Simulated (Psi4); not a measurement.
Psi4 1.11, WB97X/def2-svp: [C]#CC(F)(F)F, charge +1, multiplicity 1, 6 atoms. The geometry is a generated start, not checked to be a minimum at this level.

```
Quantity                              Value
--------------------------  ---------------
task                                 energy
method                                wb97x
basis                              def2-svp
memory                                 3 GB
maxiter                                 100
keys of the molecule block      symmetry c1
scf_type                       df (default)
e_convergence               1e-06 (default)
d_convergence               1e-06 (default)
dft_radial_points              75 (default)
dft_spherical_points          302 (default)
basis functions                          84
grid points                          128548
```

```xyz
6

C      2.2216     0.0077     0.0463
C      1.0484     0.0103     0.0278
C     -0.5596    -0.0030    -0.0119
F     -0.8779    -0.9856    -0.7882
F     -0.9330    -0.1801     1.2118
F     -0.8995     1.1505    -0.4859
```

Charge 1 and multiplicity 1 are set for this test and not shown to be the ground state.

With the defaults (diis_max_vecs = 10, damping_percentage = 0, diis = true, scf_initial_accelerator = adiis, soscf = false, soscf_start_convergence = 0.01, guess = auto, which took SAD) it converges in 14 SCF iterations. One run each on 2 threads, with these changes:
- soscf = true, soscf_start_convergence = 0.001
- damping_percentage = 60, diis = false, scf_initial_accelerator = none
- soscf = true
- soscf = true, soscf_start_convergence = 0.1
- guess = sapgau
- diis_max_vecs = 3
- damping_percentage = 60
- guess = huckel
- damping_percentage = 20
- diis_max_vecs = 20

Which runs fail or end elsewhere than the default run?

No convergence: diis_max_vecs = 3; damping_percentage = 60; damping_percentage = 60, diis = false, scf_initial_accelerator = none (the run ends without SCF convergence in 100 iterations). Another solution: soscf = true, soscf_start_convergence = 0.1 (190 meV lower); soscf = true (190 meV lower); soscf = true, soscf_start_convergence = 0.001 (190 meV lower). The rest reach the solution of the defaults.

```tsv
setting	SCF iterations	JK calls	end
the defaults	14	15	same solution
diis_max_vecs = 20	15	16	same solution
guess = huckel	16	28	same solution
guess = sapgau	17	17	same solution
damping_percentage = 20	54	55	same solution
soscf = true, soscf_start_convergence = 0.001	28	144	other solution, 190 meV lower
soscf = true, soscf_start_convergence = 0.1	29	160	other solution, 190 meV lower
soscf = true	29	160	other solution, 190 meV lower
diis_max_vecs = 3	100	101	no convergence
damping_percentage = 60	100	101	no convergence
damping_percentage = 60, diis = false, scf_initial_accelerator = none	100	101	no convergence
```

An SOSCF iteration holds several JK calls; a Hückel guess adds calls on atoms.
